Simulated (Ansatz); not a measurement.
Pressure series in BaF2

Consider BaF₂ (space group Pnma, No. 62; a = 6.6430 Å, b = 4.0134 Å, c = 7.8573 Å; a cell from a computed database, its experimental status unchecked).

Cell and atoms are relaxed at each pressure.

Calculations: PBEsol (Ansatz, a quantum-chemistry and plane-wave program), no spin-orbit coupling.

```
P (GPa)  V (Å³/atom)
-------  -----------
-1.99         18.183
-1.00         17.786
0.30          17.367
0.70          17.253
1.49          17.040
2.99          16.680
4.99          16.261
7.50          15.801
10.00         15.389
```

### Question
Fit a third-order Birch–Murnaghan equation of state.

### Answer
Least squares on P(V) = (3B₀/2)[(V₀/V)^(7/3) − (V₀/V)^(5/3)]·[1 + (3/4)(B₀′ − 4)((V₀/V)^(2/3) − 1)] gives V₀ = 17.47 Å³/atom, B₀ = 57 GPa and B₀′ = 5.2.

Between the base and pressure 5 GPa the gap moves from 7.06 eV to 7.11 eV, a mean slope of 11 meV/GPa.

Load acts through the strain it causes; cell and atoms are relaxed under it. Stability against distortions was not tested. No other phases were tried under pressure.
